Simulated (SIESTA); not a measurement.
Band structure of Sc₃SnB (Pm-3m, 5 atoms in the cell).

```xyz
5
Lattice="4.6642 0.0000 0.0000 0.0000 4.6642 0.0000 0.0000 0.0000 4.6642" Properties=species:S:1:pos:R:3 pbc="T T T"
Sc     2.3321     0.0000     2.3321
Sc     0.0000     2.3321     2.3321
Sc     2.3321     2.3321     0.0000
Sn     0.0000     0.0000     0.0000
B      2.3321     2.3321     2.3321
```

Method: LDA PW92, numerical atomic orbitals DZP, PseudoDojo LDA standard norm-conserving potentials (rewritten from UPF to PSML) (SIESTA).

Settings: XC.functional = LDA; XC.authors = PW92; potentials = PseudoDojo LDA standard; PAO.BasisSize = DZP; PAO.EnergyShift = 0.01 Ry; MeshCutoff = 300 Ry; kgrid.MonkhorstPack = 6 6 6; OccupationFunction = FD; ElectronicTemperature = 1160.45 K; MaxSCFIterations = 150; SCF.Mixer.Method = Pulay; SCF.Mixer.Weight = 0.2; SCF.Mixer.History = 8; SCF.DM.Tolerance = 1.0E-05.

The starting cell comes from a database of computed structures (which also holds hypothetical and non-ambient phases and stackings), without a prior relaxation at this level. Its lattice was rescaled by a random factor within 2.5 % of one. Values carry the incompleteness of an atom-centred basis.

Levels in eV from the Fermi level, bands 22 to 27:
| point | 22 | 23 | 24 | 25 | 26 | 27 |
|---|---|---|---|---|---|---|
| Γ | -0.81 | -0.53 | -0.53 | -0.03 | -0.03 | -0.03 |
| X | -1.06 | -1.06 | -0.53 | -0.53 | 0.38 | 0.51 |
| M | -1.16 | -1.08 | -0.95 | -0.95 | 1.22 | 1.22 |
| R | -2.77 | -1.73 | -1.73 | -1.73 | 1.39 | 1.39 |

Bands cross the Fermi level along this path, so the cell is metallic at this level.

Higher empty bands are left out: an atom-centred basis made for the valence describes them poorly.
